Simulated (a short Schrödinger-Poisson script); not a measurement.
Stack: symmetric double-gate stack, SiO2 on p-type GaN, at 300 K.

| layer | material | thickness (nm) | Na (cm⁻³) |
|---|---|---|---|
| 1 | SiO2 | 0.9 | - |
| 2 | GaN | 5 | 2e18 |
| 3 | SiO2 | 0.9 | - |

Constants are typed, rounded textbook-type inputs, not results; the design itself was drawn at random and stands for no fabricated device. SiO2: permittivity 3.9, conduction-band edge (eV) 3.2, gap (eV) 9, electron mass (mₑ) 0.5. GaN: permittivity 9.5, conduction-band edge (eV) 0, gap (eV) 3.43, Nv at 300 K (cm⁻³) 4.6e19.

Channel valleys (confinement mass, in-plane density-of-states mass, number): Γ 0.2, 0.2, 1. At the gates, both at one voltage, the conduction-band edge of layer 1 lies 3.66 eV − eVg above the Fermi level of the channel. Gaps are held at their typed values at every temperature. Mesh 0.03 nm at interfaces.

Solved with a short Schrödinger-Poisson script written for these runs: 1D Poisson equation in equilibrium, electrons classical, Boltzmann, parabolic valleys, classical holes, full ionisation, no traps, pinning or gate leakage.

The same stack at other levels of the model or other numerical settings:

```tsv
run	sheet density of all electrons at Vg = 1.15 V (cm⁻²)	sheet density of all electrons at Vg = 0.55 V (cm⁻²)	capacitance of both gates at Vg = 1.15 V (μF/cm²)	gate voltage at 1e11 electrons/cm² (V)	rough cost against the base
base	2.49e13	1.81e12	6.96	0.43	about 1
electrons treated as classical, Fermi-Dirac	1.72e13	1.50e12	___	0.43	2
electrons treated as quantum, Hartree	1.28e13	5.10e11	___	0.49	9
electrons treated as quantum, Hartree plus LDA exchange-correlation	1.40e13	___	3.90	0.48	20
mesh six times as coarse	2.40e13	1.76e12	6.64	0.43	about 1
```

Q: Complete the blanks.

A: 
- electrons treated as classical, Fermi-Dirac, capacitance of both gates at Vg = 1.15 V (μF/cm²): 4.62
- electrons treated as quantum, Hartree plus LDA exchange-correlation, sheet density of all electrons at Vg = 0.55 V (cm⁻²): 7.91e11
- electrons treated as quantum, Hartree, capacitance of both gates at Vg = 1.15 V (μF/cm²): 3.72

The classical rows ignore confinement, and Boltzmann statistics overrate the density once the band edge passes the Fermi level.

In real p-type GaN the Mg acceptor is only partly ionised, and so wide a gap doesn't supply an inversion layer without source and drain.
